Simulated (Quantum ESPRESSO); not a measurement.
## Pressure against volume in wurtzite CdS (space group 186) (Quantum ESPRESSO, PBE)

```
CELL_PARAMETERS angstrom
      4.06639     0.00000     0.00000
     -2.03319     3.52159     0.00000
      0.00000     0.00000     6.60051
ATOMIC_POSITIONS crystal
  Cd 0.33333 0.66667 0.00000
  Cd 0.66667 0.33333 0.50000
  S  0.33333 0.66667 0.37700
  S  0.66667 0.33333 0.87700
```

Method of the run: PBE, GBRV 1.5 ultrasoft (PBE) pseudopotentials (plane waves; Quantum ESPRESSO). Settings: ecutwfc = 52 Ry; ecutrho = 260 Ry; occupations = smearing; smearing = fermi-dirac; degauss = 0.000734986 Ry; potentials = {Cd: cd_pbe_v1.uspp.F.UPF, S: s_pbe_v1.4.uspp.F.UPF}; K_POINTS = automatic 9 9 5 0 0 0; conv_thr = 1e-10 Ry; mixing_beta = 0.3. The cell above is the first row's. The rows scale it uniformly. In all rows fractional positions and the k mesh are held.

| V (Å^3/atom) | P (GPa) |
|---|---|
| 23.630 | ? |
| 24.144 | 4.56 |
| 24.658 | 3.05 |
| 25.171 | 1.69 |
| 25.685 | 0.48 |
| 26.199 | -0.61 |
| 26.712 | -1.58 |
| 27.226 | -2.45 |
| 27.740 | -3.23 |

Question: Fit P against V with a cubic, and predict the withheld value at V = 23.630.

Answer: With u = V - 25.9, the rows have u = -1.7560, -1.2420, -0.7290, -0.2150, 0.2990, 0.8120, 1.3260, 1.8400. Least squares gives P = 0.008 - 2.1338·u + 0.2329·u² - 0.01613·u³. Residuals (row less fit): 0.000, 0.002, -0.004, 0.002, 0.000, 0.000, 0.000, 0.000; standard error 0.002 (degrees of freedom: 4). The fitted pressure is zero at V0 = 25.90, where dP/dV = -2.132, so B0 = -V0·dP/dV = 55.2 GPa. At the withheld row, u = -2.2700, so P = 0.008 - 2.1338 × (-2.2700) + 0.2329 × (-2.2700)² - 0.01613 × (-2.2700)³ = 6.241 GPa. The calculation gives 6.25 GPa, 0.009 GPa above the prediction (0.1 % of the range of P in the table). The row lies outside the fitted rows, so this is an extrapolation. From the scatter of the fitted rows alone, a prediction at this place has a standard error of 0.006 GPa, so the miss is 1.5 times that.

Carrying the step between the two nearest rows on in a straight line would have given 6.07, off by 0.18; series whose last step already gives the withheld value aren't shown. The scan was laid around a cell of about the measured size, scaled by a guess for this functional; axis ratios and inner coordinates come from that cell. The runs keep the symmetry of the cell, so they don't test it for distortions. The shape of the cell and the inner coordinates aren't relaxed, so V0 and B0 belong to this uniform scaling; a relaxed crystal lies no higher in energy and is usually softer. Cutoffs and mesh are single choices, not tested for convergence of this quantity. Series with a scatter that would blur these digits, or in which a gap closes, are not shown.
